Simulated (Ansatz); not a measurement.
The starting structures come from a database of crystals and need not be the phases stable at ambient conditions.

 Where the default PAW files enter, the runs use the earlier of Ansatz's two default sets.

Tunnelling through a barrier is set by its complex band structure: the current falls as exp(−2κd) with the smallest κ.

Consider the following.

```
CELL_PARAMETERS angstrom
      2.87719     0.00000     0.00000
     -1.43859     2.49172     0.00000
      0.00000     0.00000    10.38986
ATOMIC_POSITIONS crystal
  Na 0.66667 0.33333 0.25000
  Na 0.33333 0.66667 0.75000
  Co 0.00000 0.00000 0.50000
  Co 0.00000 0.00000 0.00000
  O  0.33333 0.66667 0.40482
  O  0.66667 0.33333 0.59518
  O  0.66667 0.33333 0.90482
  O  0.33333 0.66667 0.09518
```

Space group of this cell: P6_3/mmc. The cell is taken as given; by PBEsol its mean pressure is -1.3 GPa.

Transport runs along the normal of the first two printed cell vectors, the (001) plane of the conventional cell.

No gap correction and no spin-orbit coupling; mid-gap values are interpolated between computed energies.

Task: State the band gap and the smallest decay constant κ at mid-gap according to PBEsol run with Ansatz (a program for electronic structure).

Result: Gap 0.80 eV on a 12×12×4 mesh; κ = 0.294 1/Å, at (0.250, 0.000) of the in-plane reciprocal vectors. At the zone centre, at the nearest computed energy, the slowest state has κ = 0.52 1/Å.
